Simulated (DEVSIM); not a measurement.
System: InP n+/n-/n+ resistor, at 350 K.

Layer 1 from the left is InP, thickness (μm) 0.490, Nd (cm⁻³) 1.5e17, τn (s) 1.6e-8, τp (s) 1.6e-8. Layer 2 from the left is InP, thickness (μm) 3.40, Nd (cm⁻³) 6.3e13, τn (s) 1.6e-8, τp (s) 1.6e-8. Layer 3 from the left is InP, thickness (μm) 0.390, Nd (cm⁻³) 2.1e17, τn (s) 1.6e-8, τp (s) 1.6e-8.

Left contact: ohmic. Right contact: ohmic. Voltage is applied to the left contact. Recombination: SRH at mid-gap. Mobility is μmin + (μ − μmin)/(1 + (N/Nref)^α).

The device is made up for the run: typed textbook-type constants, with dimensions and the other settings drawn at random. Values at 300 K; Nc and Nv go as T^1.5, mobilities as T to minus their exponent, the gap by Varshni's rule with the affinity fixed.

InP: gap (eV) 1.344, affinity (eV) 4.38, permittivity 12.5, Nc (cm⁻³) 5.7e17, Nv (cm⁻³) 1.1e19, μn (cm²/Vs) 5200, μp (cm²/Vs) 170, μn,min 400, μp,min 10, Nref,n 3e17, Nref,p 4.9e17, αn 0.47, αp 0.62, T exponent of μn 2, T exponent of μp 2, Varshni α (eV/K) 0.000363, Varshni β (K) 162.

DEVSIM, 1D drift-diffusion, Boltzmann statistics, complete ionisation; no tunnelling, impact ionisation, image-force lowering or self-heating.

### Question
What does the simulation give for the dark forward voltage at 100 A/cm²?

### Answer
dark forward voltage at 100 A/cm² 0.379 V.
